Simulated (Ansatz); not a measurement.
Input and output of a self-consistent single point for HgTe (Cm, 4 atoms in the cell) (Ansatz, a first-principles code).

Level of theory: PBEsol, default PAW files made with PBE (plane waves; Ansatz).

```xyz
4
Lattice="2.9835 -3.4565 0.0000 2.9835 3.4565 0.0000 0.0000 0.0000 5.7808" Properties=species:S:1:pos:R:3 pbc="T T T"
Hg     2.9835     1.0850     4.3856
Hg     2.9835    -1.0850     1.4452
Te     2.9835    -1.9689     4.3356
Te     2.9835     1.9689     1.4452
```

Reference input (self-consistent single point, DFT, PBEsol, plane waves, default PAW files made with PBE): basis.ecutwfc = 420 eV; kpoints.mp_grid.grid = 6 6 5; hamiltonian.xc = pbesol; hamiltonian.pseudopotentials = {kind: paw} (the program's default PAW files); scf.occupations.method = gaussian; scf.occupations.width = 0.1 eV. This run's input differs from it in these lines:

Ansatz 0.2 input:
```diff
@@ -13,3 +13,3 @@
 kpoints:
-  mp_grid: { grid: [6, 6, 5] }
+  mp_grid: { grid: [7, 7, 6] }
 hamiltonian:
```

Log, with long lists cut:

```
SCF iter   1: F=—  HF=-41139.106690 eV  |F-HF|=—  |Δ(HF+E_count)|=         —  Δρ=2.98e-3  dr2=1.41e-2  ethr=1.77e-3  ⟨swp⟩=7.5  Hψ=15399  notcnv=0  defer=55
all-band conjugate gradients solve this SCF's bands
preconditioner: auto → LDOS
SCF iter   2: F=—  HF=-41139.104369 eV  |F-HF|=—  |Δ(HF+E_count)|=   2.32e-3  Δρ=2.29e-3  dr2=5.57e-3  ethr=1.95e-5  ⟨swp⟩=2.0  Hψ=7729  notcnv=0  defer=114
SCF iter   3: F=—  HF=-41139.101882 eV  |F-HF|=—  |Δ(HF+E_count)|=   2.49e-3  Δρ=5.55e-4  dr2=3.51e-4  ethr=7.74e-6  ⟨swp⟩=2.0  Hψ=6670  notcnv=0  defer=114
SCF iter   4: F=—  HF=-41139.101781 eV  |F-HF|=—  |Δ(HF+E_count)|=   1.02e-4  Δρ=8.65e-5  dr2=1.27e-5  ethr=4.88e-7  ⟨swp⟩=2.0  Hψ=6572  notcnv=0  defer=114
SCF iter   5: F=—  HF=-41139.101774 eV  |F-HF|=—  |Δ(HF+E_count)|=   7.02e-6  Δρ=1.50e-5  dr2=2.78e-7  ethr=1.77e-8  ⟨swp⟩=2.0  Hψ=6150  notcnv=0  defer=114
SCF iter   6: F=-41139.101774 eV  HF=-41139.101774 eV  |F-HF|=3.29e-8  |Δ(HF+E_count)|=   2.56e-8  Δρ=6.26e-6  dr2=5.92e-8  ethr=1.39e-10  ⟨swp⟩=10.7  Hψ=18179  notcnv=0
SCF 1 converged in 6 iterations: F = -41139.101774 eV  dr2 = 5.92e-8
Free energy (F): -41139.101774 eV
Internal energy: -41139.096385 eV  (E = F + TS)
E sigma→0 (E₀):  -41139.099079 eV
Entropy (-TS):   -0.005388 eV (-1.347 meV/atom)
Fermi energy:    10.141109 eV
--- Forces (eV/Å), atoms counted from 1 ---
  atom   1  Hg     0.00000000     0.00530638    -0.09850873
  atom   2  Hg     0.00000000    -0.01326104     0.02210333
  atom   3  Te     0.00000000     0.14128785    -0.01974914
  atom   4  Te     0.00000000    -0.13333347     0.09615400
--- Stress (GPa, compression-positive) ---
       -3.527444       0.000000       0.000000
        0.000000      -2.789880       0.065236
        0.000000       0.065235      -2.839730
  P = ⅓ Tr σ = -3.0524 GPa (-30.524 kbar)
  The stress holds the Pulay correction. Without it, at fixed plane waves, as pw.x and ABINIT print it: P = -3.0837 GPa
```

The run converged in 6 iterations. Against the reference run the free energy hardly moves (within 1 meV/atom), the pressure stays near -3.05 GPa while the zz stress (positive for compression) goes from -3.30 to -2.84 GPa and the largest force goes from 0.202 to 0.164 eV/Å.

The starting cell comes from a database of computed structures (which also holds hypothetical and non-ambient phases and stackings), without a prior relaxation at this level. Its lattice was rescaled by up to half a per cent. One atom was moved a little off its site on purpose. Spin-orbit coupling is off. With a pressure of about -3 GPa the cell is away from its equilibrium volume at this level. Ansatz's pressure includes its estimate of the finite-basis (Pulay) stress. The run gives no clean gap (levels at the Fermi energy touch, overlap or are partly filled at this smearing), which alone does not show that the compound is a metal.

Cost on one core of a shared machine: roughly 40 s.
